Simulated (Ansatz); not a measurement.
Consider InAs in the zinc blende structure (space group F-43m, No. 216; a = 6.1863 Å).

Calculations: Ansatz (an electronic-structure program), PBE, PAW, cutoff 420 eV, scalar-relativistic without spin-orbit coupling.

For the base:

| Item | Result |
|---|---|
| Pressure | 0.0 GPa |
| Band gap | zero |

One thing is altered: every lattice vector is shortened by 1.00 %; the atoms relax in the strained cell.

Q: Predict the new energy relative to the base, pressure and band gap.

A: The energy grows by 4.2 meV/atom; the pressure goes from zero to 1.6 GPa; the band gap is still zero.

A case with no gap was solved on a k-mesh chosen for an insulator, which is coarse for it. Whether these cells are dynamically stable was not tested. The final runs are not spin-polarised. A zero or small gap of InAs can be the functional's error rather than a property of the material.
